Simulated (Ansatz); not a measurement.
A self-consistent single point of LuTl (P4mm, 2 atoms in the cell) with Ansatz (an electronic-structure program).

Level of theory: LDA (PW92), harder PAW files (source: ansatz) made with PBE (plane waves; Ansatz).

```
LuTl
1.0
    3.57690     0.00000     0.00000
    0.00000     3.57690     0.00000
    0.00000     0.00000     3.92180
Lu Tl
1 1
Cartesian
  0.00000   0.00000   0.05000
  1.78845   1.78845   1.96090
```

Reference input (self-consistent single point, DFT, LDA (PW92), plane waves, default PAW files made with PBE): basis.ecutwfc = 420 eV; kpoints.mp_grid.grid = 9 9 9; hamiltonian.xc = lda; hamiltonian.pseudopotentials = {kind: paw} (the program's default PAW files); scf.occupations.method = fermi_dirac; scf.occupations.width = 0.1 eV. This run's input differs from it in these lines:

Ansatz 0.2 input:
```diff
@@ -9,3 +9,3 @@
 basis:
-  ecutwfc: 420.0
+  ecutwfc: 815.0
 kpoints:
@@ -14,3 +14,3 @@
   xc: lda
-  pseudopotentials: { kind: paw }
+  pseudopotentials: { kind: paw, source: ansatz }
 scf:
```

Log, with long lists cut:

```
SCF iter   1: F=—  HF=-28760.189174 eV  |F-HF|=—  |Δ(HF+E_count)|=         —  Δρ=5.82e-2  dr2=2.27e0  ethr=3.10e-3  ⟨swp⟩=5.1  Hψ=9058  notcnv=0
all-band conjugate gradients solve this SCF's bands
preconditioner: auto → Kerker (q_TF=auto, 2.689 Å⁻¹)
SCF iter   2: F=—  HF=-28759.636046 eV  |F-HF|=—  |Δ(HF+E_count)|=   5.53e-1  Δρ=2.52e-2  dr2=5.04e-1  ethr=3.10e-3  ⟨swp⟩=3.0  Hψ=4407  notcnv=0
   [... lines left out ...]
SCF iter   6: F=—  HF=-28759.481483 eV  |F-HF|=—  |Δ(HF+E_count)|=   2.57e-4  Δρ=4.20e-4  dr2=1.09e-4  ethr=2.00e-6  ⟨swp⟩=2.0  Hψ=3251  notcnv=0
SCF iter   7: F=—  HF=-28759.481453 eV  |F-HF|=—  |Δ(HF+E_count)|=   3.05e-5  Δρ=1.21e-4  dr2=8.09e-6  ethr=2.37e-7  ⟨swp⟩=2.0  Hψ=3337  notcnv=0
SCF iter   8: F=—  HF=-28759.481460 eV  |F-HF|=—  |Δ(HF+E_count)|=   7.48e-6  Δρ=2.20e-5  dr2=3.77e-7  ethr=1.76e-8  ⟨swp⟩=2.1  Hψ=3321  notcnv=0
SCF iter   9: F=-28759.481460 eV  HF=-28759.481460 eV  |F-HF|=7.37e-9  |Δ(HF+E_count)|=   1.03e-7  Δρ=4.31e-6  dr2=1.00e-8  ethr=2.17e-10  ⟨swp⟩=8.7  Hψ=9731  notcnv=0
SCF 1 converged in 9 iterations: F = -28759.481460 eV  dr2 = 1.00e-8
Free energy (F): -28759.481460 eV
Internal energy: -28759.432088 eV  (E = F + TS)
E sigma→0 (E₀):  -28759.456774 eV
Entropy (-TS):   -0.049372 eV (-24.686 meV/atom)
Fermi energy:    15.475595 eV
--- Forces (eV/Å), atoms counted from 1 ---
  atom   1  Lu     0.00000000     0.00000000    -0.13164065
  atom   2  Tl     0.00000000     0.00000000     0.13163450
--- Stress (GPa, compression-positive) ---
       -3.471542       0.000000       0.000000
        0.000000      -3.471542       0.000000
       -0.000000       0.000000      -3.054326
  P = ⅓ Tr σ = -3.3325 GPa (-33.325 kbar)
  The stress holds the Pulay correction. Without it, at fixed plane waves, as pw.x and ABINIT print it: P = -3.3330 GPa
```

The run converged in 9 iterations. Against the reference run the pressure hardly changes (-3.38 to -3.33 GPa) and the largest force moves little (0.131 to 0.132 eV/Å).

The starting cell comes from a database of computed structures (which also holds hypothetical and non-ambient phases and stackings), without a prior relaxation at this level. Its lattice was rescaled by up to half a per cent. One atom was moved a little off its site on purpose. Ansatz's pressure includes its estimate of the finite-basis (Pulay) stress.
